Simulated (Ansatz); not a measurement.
**A computed series for ZnO: response to strain**

Consider ZnO in the wurtzite structure (space group P6_3mc, No. 186; a = 3.235 Å, c = 5.211 Å). Axes: x lies along a and z along c of the hexagonal cell.

Strains are applied to the cell and any free atomic positions relax; under biaxial strain the out-of-plane vector relaxes too; under stress the whole cell relaxes.

The values are results of r2SCAN/PAW in Ansatz (a program for electronic structure), no SOC, not measurements.

Notes on the quantities. pressure: mean of the normal stresses, compression positive.

| variant | electron mass | pressure | shortest interatomic distance |
|---|---|---|---|
| base | 0.19 mₑ (at Γ) | 0.00 GPa | 1.970 Å |
| biaxial strain +0.51 %, plane normal [001], relaxed out of plane | 0.19 mₑ (at Γ) | -0.75 GPa | 1.974 Å |
| biaxial strain +2.06 %, plane normal [001], relaxed out of plane | 0.19 mₑ out of plane, 0.18 mₑ in plane (at Γ) | -2.92 GPa | 1.986 Å |
| biaxial strain +2.49 %, plane normal [001], relaxed out of plane | 0.20 mₑ out of plane, 0.18 mₑ in plane (at Γ) | -3.49 GPa | 1.990 Å |
| isotropic strain −5.03 % | 0.22 mₑ (at Γ) | [?] | 1.871 Å |
| isotropic strain −4.77 % | 0.22 mₑ (at Γ) | 30.36 GPa | 1.877 Å |
| isotropic strain −0.75 % | 0.19 mₑ (at Γ) | 3.56 GPa | 1.956 Å |
| isotropic strain +0.15 % | 0.19 mₑ (at Γ) | -0.67 GPa | 1.973 Å |
| uniaxial strain ε_xx = +4.45 % | 0.18 mₑ (at Γ) | -6.13 GPa | 1.999 Å |
| uniaxial stress, 5 GPa tension along x | 0.19 mₑ (at Γ) | – | 1.979 Å |

What belongs in the blanks?


- isotropic strain −5.03 %, pressure: 32.64 GPa

The levels and masses belong to the bands next to the band gap. Masses are band curvatures over ±0.01 Å⁻¹ around the edge. Beyond what the load breaks, stability against distortions was not tested.
